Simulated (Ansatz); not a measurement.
The starting structures come from a database of crystals and need not be the phases stable at ambient conditions.

The decay constant κ of evanescent states in the gap governs leakage through a thin film.

Input:

```
NaTaO3
1.0
    5.45389     0.00000     0.00000
    0.00000     9.53502     0.00000
    0.00000    -3.19563     4.50093
Na Ta O
4 4 12
Direct
  0.00492   0.75000   0.72517
  0.99508   0.25000   0.27483
  0.50492   0.25000   0.77483
  0.49508   0.75000   0.22517
  0.50000   0.50000   0.50000
  0.00000   0.50000   0.00000
  0.00000   0.00000   0.50000
  0.50000   0.00000   0.00000
  0.79028   0.46391   0.25306
  0.20972   0.53609   0.74694
  0.29028   0.53609   0.24694
  0.70972   0.46391   0.75306
  0.70972   0.03609   0.32524
  0.29028   0.96391   0.67476
  0.20972   0.96391   0.17476
  0.79028   0.03609   0.82524
  0.92936   0.75000   0.26471
  0.07064   0.25000   0.73529
  0.42936   0.25000   0.23529
  0.57064   0.75000   0.76471
```

Space group of this cell: Pnma. The cell is taken as given; by PBEsol its mean pressure is -0.6 GPa.

Transport runs along the normal of the first two printed cell vectors.

No gap correction and no spin-orbit coupling; mid-gap values are interpolated between computed energies.

Question: Estimate the band gap and the smallest decay constant κ at mid-gap that PBEsol (Ansatz, a program for electronic structure) returns for this system.

Answer: Gap 2.74 eV on a 6×8×8 mesh; κ = 0.294 1/Å, at the zone centre.
